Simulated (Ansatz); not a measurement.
# Ti5Si3, pressure series

Consider Ti₅Si₃ (space group P6_3/mcm, No. 193).

```
CELL_PARAMETERS angstrom
      7.40354     0.00000     0.00000
     -3.70177     6.41165     0.00000
      0.00000     0.00000     5.06894
ATOMIC_POSITIONS crystal
  Ti 0.33333 0.66667 0.00000
  Ti 0.66667 0.33333 0.00000
  Ti 0.66667 0.33333 0.50000
  Ti 0.33333 0.66667 0.50000
  Ti 0.24960 0.00000 0.25000
  Ti 0.75040 0.00000 0.75000
  Ti 0.24960 0.24960 0.75000
  Ti 0.75040 0.75040 0.25000
  Ti 0.00000 0.24960 0.25000
  Ti 0.00000 0.75040 0.75000
  Si 0.60762 0.00000 0.25000
  Si 0.39238 0.00000 0.75000
  Si 0.60762 0.60762 0.75000
  Si 0.39238 0.39238 0.25000
  Si 0.00000 0.60762 0.25000
  Si 0.00000 0.39238 0.75000
```

Cell and atoms are relaxed at each pressure.

Calculations: PBEsol in Ansatz (plane waves to 420 eV, PAW, no spin-orbit coupling).

Two rows of this table had their results exchanged by mistake.

```
pressure          volume per atom (Å³)  shortest distance (Å)  band gap
----------------  --------------------  ---------------------  --------
pressure −2 GPa                  15.25                  2.549      zero
pressure −1 GPa                  15.14                  2.541      zero
pressure 0.3 GPa                 15.01                  2.532      zero
pressure 0.7 GPa                 14.97                  2.530      zero
pressure 1.5 GPa                 14.89                  2.524      zero
pressure 3 GPa                   14.75                  2.515      zero
pressure 5 GPa                   14.17                  2.474      zero
pressure 7.5 GPa                 14.36                  2.488      zero
pressure 10 GPa                  14.57                  2.503      zero
```

### Question
Which two?

### Answer
The rows for pressure 5 GPa and pressure 10 GPa: the volume has to fall steadily with pressure, so 14.57 Å³ belongs to pressure 5 GPa and 14.17 Å³ to pressure 10 GPa.

Load acts through the strain it causes; cell and atoms are relaxed under it. No phonon test of stability was made. No other phases were tried under pressure. All final runs are without spin polarisation.

Ansatz is a program for electronic structure.
